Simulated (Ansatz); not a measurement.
**zinc-blende GaP: the defect In on the Ga site (In_Ga)**

Method: PBE, PAW (plane waves to 420 eV; Ansatz, an electronic-structure program). A supercell of 64 sites (2×2×2 repeats of a cell of 8 atoms) was used; the energies come from a 2×2×2 shifted sampling of its zone. Site at the start: the Ga site. Charged cells carry a point-charge image correction with potential alignment at far atoms. Dielectric constants: PBE linear response of the host. Host gap at this level: 1.57 eV. A cell of this size leaves errors of a few tenths of an eV. Levels are measured in PBE's own, too narrow, gap. Spin–orbit coupling is left out, which matters for these heavy elements. Each state is the lowest found from its start.

Formation energies E_f are given with the Fermi level at the valence-band maximum. Chemical conditions: P-rich (Δμ(Ga) = -0.86 eV, Δμ(In) = -0.49 eV, bounded by zinc-blende InP; only phases computed here count, gases as isolated molecules at 0 K). Reference phases: Ga: alpha gallium, In: tetragonal indium.

Charges with a result: +1, 0, −1. Others weren't obtained, and one of them could lie lower, also by skipping a charge.

```
charge         moment (μB)  largest move off a lattice site (Å)  image correction with alignment (eV)  E_f, P-rich (eV)
------  ------------------  -----------------------------------  ------------------------------------  ----------------
+1*               quenched                                 0.14                                     –                 –
0       not spin-polarised                                 0.14                                  0.00              0.20
−1*               quenched                                 0.14                                     –                 –
```

* At this level the carrier isn't localised at the defect: at charge +1 holes occupy the valence band; at charge −1 electrons occupy the conduction band. Such a state is shallow or no state of the defect, and this cell gives it no level.

Starting moments that weren't kept: charge +1 began with 1 μB and ended with 0.0; charge −1 began with 1 μB and ended with 0.0.
